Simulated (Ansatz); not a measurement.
The starting structures come from a database of crystals and need not be the phases stable at ambient conditions.

Evanescent states of Rb2PdBr6 (Fm-3m, not sure to be the ambient phase, 9 atoms a cell, 32.0 Å³ an atom) along the normal of (001)

All values below come from r2SCAN (plane waves, PAW; Ansatz, a quantum-chemistry and plane-wave program).

No gap correction and no spin-orbit coupling; mid-gap values are interpolated between computed energies.

Energies count from the valence-band top; κ is the least over a 4×4 mesh across the current.

```tsv
E (eV)	κ (1/Å)	where
0.03	0.072	Γ
0.07	0.123	Γ
0.12	0.157	Γ
0.17	…	Γ
0.23	…	off Γ
0.28	…	off Γ
0.33	…	off Γ
0.38	…	off Γ
0.42	…	off Γ
0.47	…	off Γ
0.53	…	off Γ
0.57	0.124	off Γ
0.62	0.102	off Γ
0.68	0.069	off Γ
```

### Question
Complete the blanks.

### Answer

- 0.17, κ (1/Å): 0.184
- 0.23, κ (1/Å): 0.195
- 0.28, κ (1/Å): 0.190
- 0.33, κ (1/Å): 0.184
- 0.38, κ (1/Å): 0.176
- 0.42, κ (1/Å): 0.166
- 0.47, κ (1/Å): 0.155
- 0.53, κ (1/Å): 0.141
